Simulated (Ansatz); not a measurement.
Functionals compared on CO on the 1x1 (10-10) surface of wurtzite GaN (cut with top plane Ga + N), one in a 2x1 cell, started at the site 'hollow Ga', in Ansatz (plane waves, PAW). The structure was relaxed with PBE; the other rows are single points on it, each with its references at the same level. Cutoff 420 eV (500 eV for r2SCAN). HSE06 used the coarser mesh 3x3x1.

Host crystal: wurtzite GaN, with a band gap (PBE, scalar-relativistic without spin-orbit coupling).

Slab: 34 atoms, 9.3 Å thick at the start under the adsorbate (thin: gaps and levels are the slab's own); k 3x4x1, smearing 0.01 eV, dipole-corrected; 16 atoms held, the rest relaxed; no symmetry held; no spin, no spin-orbit, no U, no dispersion correction. At the end it is bonded to Ga + N. In PBE it is, or lies within 0.03 eV of, the lowest of the starts that converged. These notes are the PBE run's. Adsorption energies are against CO(g). A negative adsorption energy means that the adsorbate is more stable on the surface than in its reference.

```csv
functional,adsorption energy (eV),rough cost of the single point
PBE,-0.74,–
RPBE,-0.48,about 2.8 core-minutes (a rough figure)
r2SCAN,?,about 5 core-minutes (a rough figure)
HSE06,-0.54,very roughly 80 core-minutes
```

### Question
Complete the blanks.

### Answer

- r2SCAN, adsorption energy (eV): -0.63

Ansatz is an electronic-structure program.
